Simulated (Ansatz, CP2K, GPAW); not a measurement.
## Code comparison for HfO2 (P4_2/nmc, 6 atoms in the cell)

Band-structure calculation.

```
HfO2
1.0
    3.61068     0.00000     0.00000
    0.00000     3.61068     0.00000
    0.00000     0.00000     5.24840
Hf O
2 4
Direct
  0.50000   0.50000   0.50000
  0.00000   0.00000   0.00000
  0.00000   0.50000   0.69721
  0.00000   0.50000   0.19721
  0.50000   0.00000   0.80279
  0.50000   0.00000   0.30279
```

Shared settings, as Ansatz (an electronic-structure program) writes them: kpoints.mp_grid.grid = 5 5 3; scf.occupations.method = fermi_dirac; scf.occupations.width = 0.05 eV. Potentials and cutoffs stand in the table.

```tsv
code	model	gap along the path (eV)	smallest direct gap (eV)	cutoff
Ansatz	PBE, PAW files	4.60	4.66	420 eV
GPAW	PBE, GPAW PAW datasets PBE (gpaw-data 1.0.1)	4.59	4.66	950 eV
CP2K	PBE, GPW, DZVP-MOLOPT-SR-GTH basis, GTH-PBE potentials (GTH_POTENTIALS)	4.59	4.66	grid 500 Ry
```

On Ansatz's run: spin-orbit coupling is off.

The spread over the programs that give each value: gap along the path within 0.01 eV; smallest direct gap within 0.00 eV.

CP2K uses small atom-centred bases, whose incompleteness enters pressures, forces and empty levels differently from a plane-wave cutoff.

The starting cell comes from a database of computed structures (which also holds hypothetical and non-ambient phases and stackings), without a prior relaxation at this level. Its lattice was rescaled by a random factor within 2.5 % of one.

Left out of this page: Quantum ESPRESSO and FLEUR (not drawn, or without a comparable value).

Keys are those of Ansatz 0.2.
